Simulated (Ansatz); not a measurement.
The reference is YN in the rock salt structure (space group Fm-3m, No. 225; a = 4.8957 Å). Axes: x, y, z lie along the cube axes.

Method: Ansatz (an electronic-structure program) r2SCAN, no spin-orbit coupling.

Base values:

| Quantity | Result |
|---|---|
| Band gap | 0.58 eV |

Perturbation: biaxial strain +1.67 %, plane normal [111], relaxed out of plane (Cartesian); in-plane vectors clamped, the third vector and the atoms free.

Problem. Estimate the effect on the band gap and out-of-plane strain.

Solution. The band gap falls by 0.036 eV to 0.55 eV; the out-of-plane strain is -0.79 %.

Whether these cells are dynamically stable was not tested.
